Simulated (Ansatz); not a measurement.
An Ansatz (a quantum-chemistry and plane-wave program) input (Ansatz PBE, no spin-orbit coupling, earlier PAW set):

Ansatz 0.2 input:
```yaml
crystal:
  lattice:
    - [0, 2.8019462311, 2.8019462311]
    - [2.8019462311, 0, 2.8019462311]
    - [2.8019462311, 2.8019462311, 0]
  atoms:
    - { symbol: Ni, position: [0, 0, 0] }
    - { symbol: Si, position: [0.25, 0.25, 0.25] }
    - { symbol: Si, position: [0.75, 0.75, 0.75] }
basis: { ecutwfc: 420, ecutrho_ratio: 4, xc_grid: 2, fft_grid_basis: typed }
kpoints: { mp_grid: { grid: [18, 18, 18] } }
hamiltonian:
  xc: pbe
  dispersion: none
  pseudopotentials: { azcp: { folder: ./paw }, kind: paw }
scf: { occupations: { method: fermi_dirac, width: 0.1 }, convergence: { dr2_threshold: 0.0000000003 } }
relax: { f_tol: 0.005, max_steps: 50 }
output: { forces: true, stress: true }
checkpoint: { write: state.ck, write_every: 1000 }
```

**Question.** Which symmetry and how many k-points will the program report, and about how many plane waves at Γ?

**Answer.** Space group Fm-3m (ITA 225) with 48 operations, k-points 195 of 5832, and 869 plane waves at Γ.

**Question.** And the final pressure?

**Answer.** -10.17 GPa (compression positive).

The cells carry an imposed strain or load. No phonon test of stability was made. The final runs are not spin-polarised. The cell was made from NiSi2 (space group Fm-3m, No. 225; non-magnetic) by this change: isotropic strain +2.91 %.
